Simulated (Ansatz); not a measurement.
AlB2-type TiB₂, relaxed in Ansatz (plane waves) with several semilocal functionals. Each gives its own volume and its own bulk modulus:

| level | V0 (Å³/atom) | bulk modulus B0 (GPa) | ln V0 | ln B0 |
|---|---|---|---|---|
| PBEsol-D3(BJ) | 8.140 | 277.7 | 2.0968 | 5.6265 |
| LDA | 8.175 | 277.0 | 2.1011 | 5.6240 |
| r²SCAN-D4 | 8.418 | 262.6 | 2.1304 | 5.5706 |
| r²SCAN+rVV10 | 8.480 | 260.1 | 2.1377 | 5.5611 |
| r²SCAN | 8.512 | 257.4 | 2.1415 | 5.5506 |
| BLYP | 8.795 | 231.5 | 2.1742 | 5.4446 |

Fit a straight line to ln B0 against ln V0. What does it predict for rVV10, whose volume is 8.594 Å³/atom?

With x = ln V0 and y = ln B0: means 2.13028 and 5.56290; Σ(Δx Δy) = -0.009258, Σ(Δx²) = 0.004082, so the slope is -2.27. At x = 2.1511 the line gives y = 5.56290 + (-2.27) × (2.1511 − 2.13028) = 5.5156, or 248.5 GPa. The run with rVV10 gives 248.2 GPa, -0.1 % from the line. The rows used scatter about it by up to 1.8 %, while the largest value lies 20 % above the smallest.

Measured: 240 GPa (measured, room temperature, not corrected to a static lattice, our sources range from 233 to 250; as tabulated in Synthesis of Binary Transition Metal Nitrides, Carbides and Borides from the …).

The crystal itself was run without spin with PBEsol-D3(BJ), LDA, r²SCAN-D4, r²SCAN+rVV10, r²SCAN, rVV10, BLYP; a magnetic state was not tried in these runs.

Ansatz's density-functional and Hartree–Fock values are scalar-relativistic unless marked +SOC, with PAW data made under PBE.

Ansatz is an electronic-structure program.
